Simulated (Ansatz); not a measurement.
Base system: SnSe$_{2}$ in the CdI2 type structure (space group P-3m1, No. 164; layered, stacked along the Cartesian z axis).

SnSe2 is modelled in the trigonal space group P-3m1 (No. 164), the CdI2 type structure, Pearson symbol hP3. Lattice parameters: a = b = 3.7936 Å, c = 5.7438 Å, α = β = 90.00°, γ = 120.00°. Sn on 1a is coordinated by 6 Se at 2.704 Å (octahedral). Se on 2d has 3 Sn at 2.704 Å (trigonal pyramidal). (Neighbours: up to the widest gap in distance over summed covalent radii, below 1.35, at either atom; cation-cation and far metal-metal contacts left out.)

Level of theory: Kohn–Sham DFT with the PBEsol-D3(BJ) functional, run in Ansatz (a program for electronic structure) with PAW and 420 eV plane waves, no spin-orbit coupling.

Base values:

```
Quantity    Value
--------  -------
Pressure  0.0 GPa
Band gap     zero
```

Modification: an isotropic linear strain of −3.00 %, atoms relaxed at fixed cell.

### Question
Predict the new pressure, energy relative to the base, largest internal atomic displacement and band gap.

### Answer
The pressure (mean of the normal stresses, compression positive) goes from zero to 5.7 GPa; the energy grows by 34 meV/atom; the largest internal atomic displacement is 0.074 Å; the band gap is still zero.

The mesh was chosen for an insulator and is coarse for the gapless case. Stability against distortions was not tested. The final runs are not spin-polarised. Gaps under 0.05 eV, about the width of the smearing, are given as zero. A zero or small gap of SnSe2 can be the functional's error rather than a property of the material.
